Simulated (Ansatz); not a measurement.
## Effect of biaxial strain −2.34 %, plane normal [111], relaxed out of plane on Nb

The reference is Nb in the bcc (W type) structure (space group Im-3m, No. 229; a = 3.273 Å; relaxed with 0.1 eV smearing). Axes: x, y, z lie along the cube axes.

It is then changed as follows: compressive biaxial strain of 2.34 % in the plane normal to [111], as in epitaxy on a mismatched substrate; the out-of-plane cell vector and the atoms relax.

Level of theory: plane-wave PAW DFT at the PBEsol level (Ansatz, a quantum-chemistry and plane-wave program, 420 eV), no spin-orbit coupling. Settings: 26×26×26 k-points, 0.1 eV Fermi–Dirac smearing.

| quantity | base | changed | shift |
|---|---|---|---|
| volume per atom | 17.53 Å³ | 17.38 Å³ | -0.15 Å³ |
| space group | Im-3m (No. 229) | R-3m (No. 166) | – |
| shortest interatomic distance | 2.835 Å | 2.789 Å | -0.046 Å |
| energy relative to the base (free energy F) | 0 meV/atom | +6.0 meV/atom | +6.0 meV/atom |
| band gap | zero | zero | – |
| out-of-plane strain | – | +3.94 % | – |
| ratio −ε⊥/ε∥ | – | 1.69 | – |
| mean in-plane stress (compression positive) | – | +2.4 GPa | – |

Final structure (turned so that z lies along the plane normal):

```
CELL_PARAMETERS angstrom
      4.52045     0.00000     0.00000
      2.26023     3.91483     0.00000
      2.26023    -1.30494     0.98211
ATOMIC_POSITIONS crystal
  Nb 0.00000 0.00000 0.00000
```

Stability against distortions was not tested. The base started in P-1 and relaxed to Im-3m at this level. The final runs are not spin-polarised.
